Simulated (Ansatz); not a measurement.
## What Pd → Ag does to Pd

Start from Pd in the fcc (Cu type) structure (space group Fm-3m, No. 225; a = 3.9084 Å).

The change: every Pd is replaced by Ag, then cell and atoms are relaxed.

Level of theory: DFT with r2SCAN, PAW potentials and a 500 eV plane-wave cutoff in Ansatz (a quantum-chemistry and plane-wave program), no spin-orbit coupling. Settings: 19×19×19 k-points, 0.05 eV Fermi–Dirac smearing, for the changed cell.

```yaml
volume_per_atom: 17.30 Å³ (base 14.93 Å³)
density: 10.36 g/cm³ (base 11.84 g/cm³)
space_group: Fm-3m (No. 225) (base Fm-3m (No. 225))
shortest_interatomic_distance: 2.903 Å (base 2.764 Å)
band_gap: zero (base zero)
```

Final structure:

```
CELL_PARAMETERS angstrom
      0.00000     2.05259     2.05259
      2.05259     0.00000     2.05259
      2.05259     2.05259     0.00000
ATOMIC_POSITIONS crystal
  Ag 0.00000 0.00000 0.00000
```

Cost of the whole job for the changed cell (relaxation, final SCF and bands): very roughly 50 core-seconds.

Whether these cells are dynamically stable was not tested. All final runs are without spin polarisation. Pd has a high density of states at the Fermi level and may be magnetic at this level.
